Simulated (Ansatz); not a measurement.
Functionals compared on the (21-31) surface of hcp Tl in its 1x1 cell, outermost plane spacing 0.19 Å in the ideal cut, in Ansatz (plane waves, PAW). The structure was relaxed with PBE; the other rows are single points on it, each with its references at the same level. Cutoff 420 eV (500 eV for r2SCAN).

Slab: 20 atoms, 10.5 Å thick at the start; k 6x5x1, smearing 0.1 eV, dipole-corrected; all atoms relaxed; start symmetry kept, larger cells not searched; no spin, no spin-orbit, no U. These notes are the PBE run's.

| functional | surface energy (J/m²) | work function of the top face (eV) | rough cost of the single point |
|---|---|---|---|
| PBE | 0.30 | 3.51 | – |
| LDA | 0.46 | 3.84 | roughly 2.2 core-minutes |
| PBEsol | 0.40 | 3.60 | roughly 2.3 core-minutes |
| RPBE | 0.20 | 3.36 | roughly 2.6 core-minutes |
| r2SCAN | [?] | [?] | around 4 core-minutes (rough) |

### Question
Some entries are withheld; supply them.

### Answer

- r2SCAN, surface energy (J/m²): 0.38
- r2SCAN, work function of the top face (eV): 3.53

Ansatz is a quantum-chemistry and plane-wave program.
